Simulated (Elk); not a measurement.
Band structure of Si₂Ni (Fm-3m, 3 atoms in the cell).

```xyz
3
Lattice="0.0000 2.6932 2.6932 2.6932 0.0000 2.6932 2.6932 2.6932 0.0000" Properties=species:S:1:pos:R:3 pbc="T T T"
Si     1.3466     1.3466     1.3466
Si     4.0397     4.0397     4.0397
Ni     0.0000     0.0000     0.0000
```

Level of theory: PBE, all-electron FP-LAPW, Elk's shipped species files, APW+lo basis with extra local orbitals (Elk 10.2.4).

Settings: xctype = 20; rgkmax = 7.5; stype = 0; swidth = 0.00367493 Ha; ngridk = 9 9 9; gmaxvr = 18 1/bohr; lmaxapw = 10; lmaxo = 8; nxlo = 2; lorbcnd = true; lradstp = 2; nrmtscf = 2; rmtscf = 0.9; lmaxi = 4.

The starting cell comes from a database of computed structures (which also holds hypothetical and non-ambient phases and stackings), without a prior relaxation at this level. Spin polarisation is off. Values depend on the basis (sphere radii, cutoffs, local orbitals), which need not be converged.

Levels in eV from the Fermi level, bands 9 to 16:
| point | 9 | 10 | 11 | 12 | 13 | 14 | 15 | 16 |
|---|---|---|---|---|---|---|---|---|
| Γ | -3.60 | -0.26 | 1.70 | 1.70 | 1.70 | 2.19 | 2.19 | 2.19 |
| X | -3.69 | -3.69 | -3.53 | -3.18 | -0.41 | 1.35 | 7.67 | 8.36 |
| W | -3.82 | -3.68 | -3.26 | -2.50 | 2.21 | 2.21 | 4.61 | 5.22 |
| K | -3.88 | -3.50 | -2.99 | -2.71 | 0.19 | 3.61 | 4.66 | 6.41 |
| L | -3.41 | -3.41 | -1.53 | -1.53 | 1.76 | 1.79 | 1.79 | 2.64 |
| U | -3.88 | -3.50 | -2.99 | -2.71 | 0.19 | 3.61 | 4.66 | 6.41 |

Bands cross the Fermi level along this path, so the cell is metallic at this level.
